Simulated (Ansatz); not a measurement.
The slab is Si(111) 1x1 surface, 6 top atoms, 3 bilayers, bottom bilayer H-capped and fixed, every top atom capped by H; cell 11.5 x 6.6 Å; two neighbouring H replaced by OH; about 7 Å thick over the host's atoms, 18 atoms held. All values below come from PBE-D3(BJ) (plane waves to 420 eV, PAW; Ansatz, an electronic-structure program). k mesh 1 x 2 x 1. The slab states were run without spin polarisation. A thicker slab, a larger cell or a denser mesh can move such energies by a tenth of an eV or more. All energies are electronic energies at 0 K, without vibrations. Each state was relaxed from one prepared geometry.

One H2O a cell is brought to the surface left by an earlier step (the surface fragment of Si2Cl6 exchanges a second ligand with a neighbouring O-H group), after HCl has left. Relaxed result near the molecule:

```
atom     x (Å)  y (Å)   z (Å)
------  ------  -----  ------
Si(1)    2.014  3.418   9.489
H(14)   -0.027  0.061  11.041
Si(16)   5.612  3.270   9.468
H(29)    3.883  6.619  10.903
H(44)    7.593  0.109  11.047
H(45)    9.646  3.311  11.084
O(46)    5.126  3.000  11.091
O(48)    2.440  3.599  11.127
Si(a0)   3.818  3.426  12.002
Si(a1)   3.120  2.096  13.803
Cl(a2)   1.819  0.623  13.214
Cl(a3)   4.695  1.324  14.864
Cl(a4)   2.061  3.354  15.036
Cl(a7)   4.475  5.110  12.993
O(c0)    7.603  2.344  12.544
H(c1)    7.704  2.907  13.327
H(c2)    6.709  2.549  12.216
```

Question: What is the adsorption energy against the free H2O and the slab before, and how much of it is dispersion?

Answer: -0.27 eV (negative: bound); the D3 term gives -0.16 eV of it. Its closest contacts to the rest of the cell: H(c2)...O(46) 1.99 Å, O(c0)...H(44) 2.69 Å, O(c0)...H(45) 2.69 Å.
